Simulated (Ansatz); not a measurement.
Pressure series in C

Base system: C in the graphite type structure (space group P6_3/mmc, No. 194; layered, stacked along the Cartesian z axis).

```
CELL_PARAMETERS angstrom
      2.45522     0.00000     0.00000
     -1.22761     2.12628     0.00000
      0.00000     0.00000     6.67052
ATOMIC_POSITIONS crystal
  C  0.00000 0.00000 0.25000
  C  0.00000 0.00000 0.75000
  C  0.33333 0.66667 0.25000
  C  0.66667 0.33333 0.75000
```

Cell and atoms are relaxed at each pressure.

Method: plane-wave PAW DFT at the r2SCAN+rVV10 level (Ansatz, a first-principles code, 500 eV), scalar-relativistic without spin-orbit coupling, earlier PAW set.

Candidates:
(a) pressure 1.5 GPa
(b) pressure 3 GPa
(c) pressure 0.7 GPa

For the base:

c/a ratio: 2.717

Task: Order them by c/a ratio, highest first.

Result: (c) pressure 0.7 GPa (2.677), (a) pressure 1.5 GPa (2.639), (b) pressure 3 GPa (2.583)

A case with no gap was solved on a k-mesh chosen for an insulator, which is coarse for it. Load acts through the strain it causes; cell and atoms are relaxed under it. Stability against distortions was not tested.
